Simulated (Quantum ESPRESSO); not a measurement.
## Parameter sweep on CuO (Pm-3m, 6 atoms in the cell)

```
CuO
1.0
    4.00861     0.00000     0.00000
    0.00000     4.00861     0.00000
    0.00000     0.00000     4.00861
Cu O
3 3
Direct
  0.50000   0.00000   0.50000
  0.00000   0.50000   0.50000
  0.50000   0.50000   0.00000
  0.00000   0.50000   0.00000
  0.50000   0.00000   0.00000
  0.00000   0.00000   0.50000
```

Base run A: PBEsol, PSlibrary PAW (PBE) pseudopotentials (Quantum ESPRESSO 7.5), self-consistent single point.

Its settings: ecutwfc = 55 Ry; ecutrho = 330 Ry; occupations = smearing; smearing = marzari-vanderbilt; degauss = 0.0147 Ry; input_dft = pbesol; potentials = {Cu: Cu.pbe-dn-kjpaw_psl.1.0.0.UPF, O: O.pbe-n-kjpaw_psl.0.1.UPF}; K_POINTS = automatic 7 7 7 0 0 0; conv_thr = 1e-11 Ry; mixing_beta = 0.3.

The starting cell comes from a database of computed structures (which also holds hypothetical and non-ambient phases and stackings), without a prior relaxation at this level. Its lattice was rescaled by a random factor within 2.5 % of one. Spin polarisation is off; with an odd number of electrons in the cell that forces a metal, and a magnetic state may lie lower. In the base run, with a pressure of about -14 GPa the cell is away from its equilibrium volume at this level.

ΔF is the free energy per atom less that of run A. 

```
run                    degauss, K_POINTS  ΔF (meV/atom)  pressure (GPa)  TS (meV/atom)  k-points
---  -----------------------------------  -------------  --------------  -------------  --------
A       0.0147 Ry, automatic 7 7 7 0 0 0           0.00          -14.32           -4.1        20
B     0.002205 Ry, automatic 5 5 5 0 0 0          -0.81          -14.77            0.0        10
C    0.0073499 Ry, automatic 5 5 5 0 0 0          -1.26          -14.70            0.9        10
D      0.02205 Ry, automatic 5 5 5 0 0 0            2.4          -14.71          -10.2        10
E     0.002205 Ry, automatic 6 6 6 0 0 0           0.67          -14.41            0.3        20
F    0.0073499 Ry, automatic 6 6 6 0 0 0           1.23          -14.42           -0.6        20
G      0.02205 Ry, automatic 6 6 6 0 0 0            4.3          -14.41           -6.4        20
H     0.002205 Ry, automatic 7 7 7 0 0 0          -0.65          -14.34            0.2        20
I    0.0073499 Ry, automatic 7 7 7 0 0 0          -1.25          -14.30            0.1        20
J      0.02205 Ry, automatic 7 7 7 0 0 0            2.3          -14.26           -7.3        20
K     0.002205 Ry, automatic 8 8 8 0 0 0           -3.7          -14.25            0.1        35
L    0.0073499 Ry, automatic 8 8 8 0 0 0           -3.8          -14.25           -0.3        35
M      0.02205 Ry, automatic 8 8 8 0 0 0           0.15          -14.32           -8.9        35
```

Run I against A: The free energy goes down by 1.3 meV/atom and the pressure hardly changes (-14.32 to -14.30 GPa).

Run G against A: The free energy rises by 4.3 meV/atom and the pressure moves little (-14.32 to -14.41 GPa).
